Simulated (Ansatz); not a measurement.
```
CELL_PARAMETERS angstrom
      0.00000     2.93916     2.93916
      2.93916     0.00000     2.93916
      2.93916     2.93916     0.00000
ATOMIC_POSITIONS crystal
  In 0.00000 0.00000 0.00000
  P  0.25000 0.25000 0.25000
```

Method: PBEsol, rigid bands (plane waves, PAW, scalar-relativistic; Ansatz, a quantum-chemistry and plane-wave program). Cell: cell and atoms relaxed with PBEsol.

### Question
Predict the electron conductivity mass (n e² τ/σ) at 300 K, by direction if it differs.

### Answer
0.056 mₑ.

### Question
And the band gap?

### Answer
0.57 eV at this level; semilocal functionals usually fall short of the measured gap.

Rigid bands, one relaxation time for all states, no polarons. Spin-orbit coupling is left out; where it splits the top of the valence band it changes the hole mass and lowers the gap by about a third of the splitting.
